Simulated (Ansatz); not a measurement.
Start from Zn in the hcp (Mg type) structure (space group P6_3/mmc, No. 194; a = 2.6129 Å, c = 4.7815 Å; relaxed with 0.1 eV smearing). Axes: x lies along a and z along c of the hexagonal cell.

Calculations: plane-wave PAW DFT at the PBEsol level (Ansatz, a quantum-chemistry and plane-wave program, 420 eV), no spin-orbit coupling.

Modification: the cell is stretched by 1.50 % along x with no lateral relaxation; the atoms relax in the strained cell.

Task: Predict the stress tensor and what it implies for the stiffness.

Result: Stress of the strained cell less that of the base (GPa, compression positive):
```
   -2.9     0.0     0.0
    0.0    -0.7     0.0
    0.0     0.0    -0.8
```

Then −Δσ_ii/ε with ε = 0.0150 gives secant stiffness values (nonlinear terms included at this strain): C11 ≈ 191 GPa, C12 ≈ 45 GPa and C13 ≈ 54 GPa.

Whether these cells are dynamically stable was not tested.
